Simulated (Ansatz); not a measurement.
## AsSe (P2₁/c, No. 14)

Level of theory: PBEsol (PAW; Ansatz, a program for electronic structure).

Settings: plane-wave cutoff 520 eV, 6×4×4 k mesh (along the axes of the cell as run), Fermi–Dirac smearing 0.01 eV, scalar-relativistic PAW data made under PBE.

Cell: measured lattice: a = 6.737 Å, b = 13.819 Å, c = 10.008 Å, α = 90.00°, β = 113.60°, γ = 90.00°.

```yaml
band_gap: 0.93 eV (indirect)
smallest_direct_gap_on_the_k_points_sampled: 1.26 eV
"Γ–Γ gap": 1.46 eV
```

Note: cell and atoms aren't relaxed at this level (pressure -0.6 GPa).

Spin–orbit coupling is not included.
